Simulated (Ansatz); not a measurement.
Results of r²SCAN in Ansatz (PAW) for Bi (model structure, Fm-3m, No. 225, 1 atom in the cell).

Numerical settings: plane-wave cutoff 560 eV, 20×20×20 k mesh, Fermi–Dirac smearing 0.05 eV, scalar-relativistic PAW data made under PBE.

Cell (relaxed at this level):

```yaml
crystal:
  lattice:
    - [0.00000, 2.50239, 2.50239]
    - [2.50239, 0.00000, 2.50239]
    - [2.50239, 2.50239, 0.00000]
  atoms:
    - { symbol: Bi, position: [0.00000, 0.00000, 0.00000] }
```

**Question.** Give the computed bulk modulus B0.

**Answer.** 
- bulk modulus B0 = 55.7 GPa

The run finds no gap.

Note: the bulk modulus is −V dP/dV from two relaxed cells at ±2 % in volume; the relaxation could raise the start's symmetry but not lower it, so the cell can be a saddle point.

Spin–orbit coupling is not included; it can shift volumes and moduli of such heavy elements.

Computed values are for the static lattice.

A model structure was made by putting elements into a prototype or built by hand; it is no filed structure, need not be a known phase, and can be a saddle point held by its symmetry.

Ansatz is a program for electronic structure.
